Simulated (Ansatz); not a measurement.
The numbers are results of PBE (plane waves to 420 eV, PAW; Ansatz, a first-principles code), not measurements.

Plane-averaged electrostatic potential energy along the normal, in eV from the Fermi level, for a constructed model of the (111) surface of fcc Pt, (√3x√3)R30°, one Pt adatom (bottom of the slab: a bare face, its two planes held):

```
z (Å)  V (eV)
-----  ------
3.61     5.68
3.89     5.68
4.17     5.68
4.44     5.67
4.72     5.67
5.00     5.66
5.28     5.65
5.56     5.62
5.83     5.56
6.11     5.41
6.39     5.10
6.67     4.40
6.94     2.82
7.22    -1.09
7.50    -9.66
7.78   -18.68
8.06   -23.22
8.33   -21.02
8.61   -13.30
8.89    -4.26
9.17     0.02
9.44    -1.12
9.72    -8.02
10.00  -17.19
10.28  -22.95
10.56  -22.44
10.83  -15.91
11.11   -6.70
11.39   -0.81
11.67   -0.67
11.94   -6.19
12.22  -15.40
12.50  -22.20
12.78  -23.14
13.06  -17.76
13.33   -8.69
13.61   -1.54
13.89   -0.23
14.17   -4.29
14.44  -13.22
14.72  -21.02
15.00  -23.52
15.28  -19.49
15.56  -10.90
15.83   -2.67
16.11   -0.03
16.39   -2.52
16.67  -10.64
16.94  -19.30
17.22  -23.49
17.50  -21.13
17.78  -13.40
18.06   -4.38
18.33   -0.06
18.61   -0.96
18.89   -7.62
19.17  -16.86
19.44  -22.83
19.72  -22.51
20.00  -16.08
20.28   -6.78
20.56   -0.60
20.83   -0.28
21.11   -2.30
21.39   -3.88
21.67   -3.82
21.94   -1.97
22.22    0.92
22.50    3.01
22.78    3.81
23.06    4.15
23.33    4.31
23.61    4.38
23.89    4.42
24.17    4.43
24.44    4.44
24.72    4.45
25.00    4.45
25.28    4.45
25.56    4.45
25.83    4.45
```

Set-up: 19 atoms, 13.8 Å thick at the start; mesh 9x9x1; 0.1 eV smearing; dipole correction on; 6 atoms held, the rest relaxed; held to the start's symmetry, so lower structures may exist; no spin, no spin-orbit, no U. It is one candidate, not shown to be the stable structure of the face.

**Question.** The surface cell has an area of 20.47 Å². What dipole along the normal does the step between the two vacuum levels imply?

**Answer.** the top vacuum level lies 1.23 eV below the bottom one; p = −ε₀ A ΔV (ε₀ = 0.005526 e/(V·Å)) gives 0.14 e·Å a cell.
